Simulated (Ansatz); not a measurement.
Results of r²SCAN in Ansatz (plane waves, PAW) for BAs (model structure, started from the rocksalt type, Fm-3m, No. 225, 2 atoms in the cell).

Settings: plane-wave cutoff 560 eV, 22×22×22 k mesh, Fermi–Dirac smearing 0.05 eV, scalar-relativistic PAW data made under PBE.

Cell (relaxed at this level):

```
AsB
1.0
    0.00000     2.30013     2.30013
    2.30013     0.00000     2.30013
    2.30013     2.30013     0.00000
As B
1 1
Direct
  0.00000   0.00000   0.00000
  0.50000   0.50000   0.50000
```

**Question.** Estimate the bulk modulus that the calculation returns.

**Answer.** 
- bulk modulus: 134 GPa

The run finds no gap.

Note: the bulk modulus is −V dP/dV from two relaxed cells at ±2 % in volume; the relaxation could raise the start's symmetry but not lower it, so the cell can be a saddle point.

Computed values are for the static lattice.

The result took around 60 core-seconds (rough).

A model structure was made by putting elements into a prototype or built by hand; it is no filed structure, need not be a known phase, and can be a saddle point held by its symmetry.

Ansatz is a first-principles code.
